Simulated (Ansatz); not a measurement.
Worked example: self-consistent single point of K (P-1, 2 atoms in the cell) in Ansatz (a program for electronic structure)

Method of the run: LDA (PW92), default PAW files made with PBE (plane waves; Ansatz).

Input as run:

Ansatz 0.2 input:
```yaml
crystal:
  lattice:
    - [4.401177, 0.000000, 0.000000]
    - [-0.001499, 4.405793, 0.000000]
    - [-2.139297, -2.180744, 7.986091]
  atoms:
    - { symbol: K, position_ang: [0.016425, 1.098868, 5.994679] }
    - { symbol: K, position_ang: [2.243956, 1.126181, 1.991412] }
basis:
  ecutwfc: 420.0 eV
kpoints:
  mp_grid:
    grid: [8, 8, 4]
hamiltonian:
  xc: lda
  pseudopotentials:
    kind: paw
scf:
  occupations:
    method: gaussian
    width: 0.1 eV
output:
  forces: true
  eigenvalues: true
  stress: true
```

The program printed (abridged):

```
WARN ansatz: RAYON_NUM_THREADS=1 ignored (pool sized by the plan → 1); use --threads N
Pseudopotentials: kind: paw
Pseudopotential: K, paw, valence charge 9
Crystal: 2 atoms, lattice volume = 154.856 Å³
Basis set: ecut = 420 eV, 3065 PW (Γ)
Bands: 13, of which v1, the nominal top of the filled ones, is band 9 counted from 1 (8 counted from 0)
Symmetry: 2 space group operations
Space group: P-1 (ITA 2), of the structure as read, at distance tolerance 5.4e-5 Å
k-points: 132 of 256
PAW frozen core: K, regenerated for the run's functional, and the local potential with it
Initial density: superposition of atomic densities (neutral atoms: chi_scale 0, normalization atom), corrected by the library's trained network
Initial wavefunctions: pseudopotential atomic-orbital guess
Eigensolver: davidson
Functional: x = slater, c = lda
SCF iter   1: F=—  HF=-2992.346349 eV  |F-HF|=—  |Δ(HF+E_count)|=         —  Δρ=3.02e-3  dr2=4.42e-3  ethr=1.77e-3  ⟨swp⟩=6.0  Hψ=11311  notcnv=0
all-band conjugate gradients solve this SCF's bands
preconditioner: auto → Kerker (q_TF=auto, 1.906 Å⁻¹)
SCF iter   2: F=—  HF=-2992.345905 eV  |F-HF|=—  |Δ(HF+E_count)|=   4.44e-4  Δρ=1.64e-3  dr2=1.51e-3  ethr=2.46e-5  ⟨swp⟩=1.2  Hψ=2832  notcnv=0
SCF iter   3: F=—  HF=-2992.345869 eV  |F-HF|=—  |Δ(HF+E_count)|=   3.56e-5  Δρ=1.53e-4  dr2=6.87e-5  ethr=8.36e-6  ⟨swp⟩=1.1  Hψ=1712  notcnv=0
SCF iter   4: F=—  HF=-2992.345906 eV  |F-HF|=—  |Δ(HF+E_count)|=   3.71e-5  Δρ=5.33e-5  dr2=1.07e-5  ethr=3.81e-7  ⟨swp⟩=1.8  Hψ=1842  notcnv=0
SCF iter   5: F=—  HF=-2992.345907 eV  |F-HF|=—  |Δ(HF+E_count)|=   1.09e-6  Δρ=1.95e-5  dr2=1.04e-6  ethr=5.92e-8  ⟨swp⟩=2.7  Hψ=2614  notcnv=0
SCF iter   6: F=-2992.345907 eV  HF=-2992.345907 eV  |F-HF|=2.66e-8  |Δ(HF+E_count)|=   1.41e-7  Δρ=5.25e-6  dr2=6.44e-8  ethr=5.56e-10  ⟨swp⟩=4.3  Hψ=8486  notcnv=0
SCF 1 converged in 6 iterations: F = -2992.345907 eV  dr2 = 6.44e-8
SCF converged after 6 iterations
Free energy (F): -2992.345907 eV
Harris-Foulkes:  -2992.345907 eV  (|F-HF|=2.66e-8)
Internal energy: -2992.337476 eV  (E = F + TS)
E sigma→0 (E₀):  -2992.341692 eV
Entropy (-TS):   -0.008431 eV (-4.215 meV/atom)
Fermi energy:    1.430215 eV
--- Per-component energies (eV) ---
  E_band       = -292.342978
  E_kinetic    = 503.010758
  E_local      = -1551.711006  (includes V_loc(G=0)·N_el)
  E_nonlocal   = 31.490546
  E_hartree    = 554.158794
  E_xc         = -262.325308
  E_vxc        = -322.320866  (∫ρ·V_xc dr)
  E_paw        = -1485.429187  (= ΣΔE_a)
  E_vpaw       = -61.126461  (= ΣTr[D̂ρ^β])
  E_aug_tail   = -0.000006  (compensation charges beyond the density's cutoff)
  E_ewald      = -782.047066
  E_core_change = 0.515000  (= ΣΔE_core)
  E_smearing   = -0.008431  (= −TS)
  E_closure    = 0.000000  (closes the sum)
  Σ components = -2992.345907   (vs F -2992.345907, Δ=0.00e0)
--- Forces (eV/Å), atoms counted from 1 ---
  atom   1  K     -0.00181187     0.00154249    -0.00288317
  atom   2  K      0.00181187    -0.00154249     0.00288317
  max |Σ_I F_I| component: 0.00e0 eV/Å
--- Stress (GPa, compression-positive) ---
       -0.370154       0.012565       0.012744
        0.012565      -0.368306      -0.019918
        0.012744      -0.019918      -0.514386
  P = ⅓ Tr σ = -0.4176 GPa (-4.176 kbar)
  The stress holds the Pulay correction. Without it, at fixed plane waves, as pw.x and ABINIT print it: P = -0.4192 GPa
--- Band table (eV; the first three rows and the last of 132) ---
  k-point 0: bands = ["-30.5939", "-30.5898", "-14.3036", "-14.2357", "-14.2351", "-14.2317", "-14.2316", "-14.2291", "-0.7167", "1.5657", "1.8628", "4.4236", "4.4280"]
  k-point 1: bands = ["-30.5933", "-30.5904", "-14.2928", "-14.2402", "-14.2381", "-14.2376", "-14.2293", "-14.2291", "-0.5471", "0.7170", "2.8122", "4.2243", "4.4180"]
  k-point 2: bands = ["-30.5919", "-30.5918", "-14.2673", "-14.2660", "-14.2396", "-14.2391", "-14.2278", "-14.2275", "-0.0575", "-0.0502", "3.7426", "3.7539", "4.5610"]
  k-point 131: bands = ["-30.5854", "-30.5852", "-14.3011", "-14.2996", "-14.2956", "-14.2945", "-14.2482", "-14.2456", "2.7473", "2.7664", "3.2816", "3.2841", "3.8881"]
```

The run converged in 6 iterations.

The starting cell comes from a database of computed structures (which also holds hypothetical and non-ambient phases and stackings), without a prior relaxation at this level. Its lattice was rescaled by up to half a per cent. Ansatz's pressure includes its estimate of the finite-basis (Pulay) stress.
